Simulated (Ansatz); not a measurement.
**WC with two functionals, pressure 15 GPa**

Start from WC (space group P-6m2, No. 187; a = 2.922 Å, c = 2.847 Å).

(Cell as relaxed with PBE.)

Levels (all Ansatz, a first-principles code, PAW): PBE (420 eV, no SOC); PBEsol (420 eV, without spin-orbit coupling).

Each level relaxes its own structure.

| base | PBE | PBEsol |
|---|---|---|
| volume per atom | 10.52 Å³ | 10.29 Å³ |
| lattice parameter a | 2.922 Å | 2.898 Å |
| band gap | zero | zero |

The change: a hydrostatic pressure of 15 GPa.

```json
[
 {"quantity": "band gap", "PBE": "zero", "PBEsol": "zero"},
 {"quantity": "volume per atom", "PBE": "10.15 Å³", "PBEsol": "9.94 Å³"}
]
```

PBE's volume per atom lies 0.21 Å³ above PBEsol's (2.1 %); the two agree on the band gap. Neither level is exact; PBEsol is the comparison here, not a measurement.

Load acts through the strain it causes; cell and atoms are relaxed under it. Stability against distortions was not tested. Competing high-pressure phases were not computed. All final runs are without spin polarisation.
